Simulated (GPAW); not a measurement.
GPAW run on RbBH₄ (F-43m, 6 atoms in the cell): self-consistent single point.

Method: PBEsol, GPAW PAW datasets PBEsol (made by gpaw-setup) (plane waves; GPAW).

```
RbBH4
1.0
    0.00000     3.45324     3.45324
    3.45324     0.00000     3.45324
    3.45324     3.45324     0.00000
Rb B H
1 1 4
Direct
  0.00000   0.00000   0.00000
  0.50000   0.50000   0.50000
  0.60242   0.60242   0.60242
  0.19274   0.60242   0.60242
  0.60242   0.60242   0.19274
  0.60242   0.19274   0.60242
```

Reference input (self-consistent single point, DFT PBEsol, plane waves, GPAW PAW datasets PBEsol (made by gpaw-setup)): mode = pw; ecut = 950 eV; xc = PBEsol; kpts = 6 6 6; mesh shift (steps) = 0 0 0; occupations.name = fermi-dirac; occupations.width = 0 eV; nbands = -4; convergence.forces = 0.001 eV/Å; convergence.bands = -2; symmetry.symmorphic = false; symmetry.tolerance = 0.0005. This run's input differs from it in these lines:

```diff
@@ -18,3 +18,3 @@
             xc='PBEsol',
-            kpts={'size': (6, 6, 6), 'gamma': True},
+            kpts=(5, 5, 5),
             occupations={'name': 'fermi-dirac', 'width': 0.0},
```

Output (repeated stretches shortened):

```
     iter     time        total  log10-change:
                         energy   eigst   dens  force
iter:   1 --:--:--   -27.357684   +0.78
iter:   2 --:--:--   -26.781809   -0.29  -0.75
iter:   3 --:--:--   -24.132520   -0.12  -0.78
iter:   4 --:--:--   -24.439685   -1.18  -1.22
iter:   5 --:--:--   -24.258438   -1.70  -1.10
iter:   6 --:--:--   -23.962112   -1.09  -1.26
iter:   7 --:--:--   -23.957354   -2.54  -2.04
iter:   8 --:--:--   -23.957790c  -3.36  -2.09
iter:   9 --:--:--   -23.962194c  -3.18  -2.07
iter:  10 --:--:--   -23.959230c  -3.37  -2.17
iter:  11 --:--:--   -23.960442c  -3.17  -2.33
iter:  12 --:--:--   -23.964333c  -3.28  -2.26
   [... 6 lines left out ...]
iter:  19 --:--:--   -23.958323c  -4.82  -3.43
iter:  20 --:--:--   -23.958269c  -5.03  -3.17
iter:  21 --:--:--   -23.958272c  -5.49  -3.89
iter:  22 --:--:--   -23.958269c  -5.87  -3.61
iter:  23 --:--:--   -23.958269c  -7.52c -4.40c
iter:  24 --:--:--   -23.958269c  -6.97  -4.52c
iter:  25 --:--:--   -23.958269c  -6.91  -4.18c
iter:  26 --:--:--   -23.958269c  -7.97c -4.87c -4.61c
Converged after 26 iterations.

Dipole moment: (-0.388080, -0.388080, -0.388080) |e|*Ang

Energy contributions relative to reference atoms: (reference = -81767.766717)

Kinetic:        +23.286969
Potential:      -24.687704
External:        +0.000000
XC:             -22.550391
Entropy (-ST):   +0.000000
Local:           -0.007142
SIC:             +0.000000
--------------------------
Free energy:    -23.958269
Extrapolated:   -23.958269

Showing only first 2 kpts
 Kpt  Band  Eigenvalues  Occupancy
  0     6     -1.84939    2.00000
  0     7     -1.84939    2.00000
  0     8      4.31545    0.00000
  0     9      5.66007    0.00000

  1     6     -1.90207    2.00000
  1     7     -1.90207    2.00000
  1     8      4.76342    0.00000
  1     9      5.07047    0.00000

Fermi level: 1.13395

Gap: 5.967 eV
Transition (v -> c):
   [... lines left out ...]
Direct gap: 6.071 eV
   [... lines left out ...]
  0 Rb    0.00000   -0.00000   -0.00000
  1 B     0.00000    0.00000    0.00000
  2 H     0.11388    0.11388    0.11388
  3 H     0.11388   -0.11388   -0.11388
  4 H    -0.11388   -0.11388    0.11388
  5 H    -0.11388    0.11388   -0.11388

Stress tensor:
    -0.001710    -0.000000     0.000000
    -0.000000    -0.001710     0.000000
     0.000000     0.000000    -0.001710
Stress (GPa, Voigt): [-0.2739 -0.2739 -0.2739  0.      0.     -0.    ]
```

The run converged in 26 iterations. GPAW prints stress with tension positive. Against the reference run the free energy is nearly the same (within 1 meV/atom), the largest force stays at 0.197 eV/Å and the gap on the mesh goes from 5.905 to 5.967 eV.

At such cutoffs GPAW's stress carries a finite-basis (Pulay) error, which enters relaxed cells too; its log prints stress with tension positive.

The starting cell comes from a database of computed structures (which also holds hypothetical and non-ambient phases and stackings), without a prior relaxation at this level. Another mesh or the band path of this cell gives a smaller gap, so this value is not converged in the mesh.

Cost on one core of a shared machine: roughly 50 s.
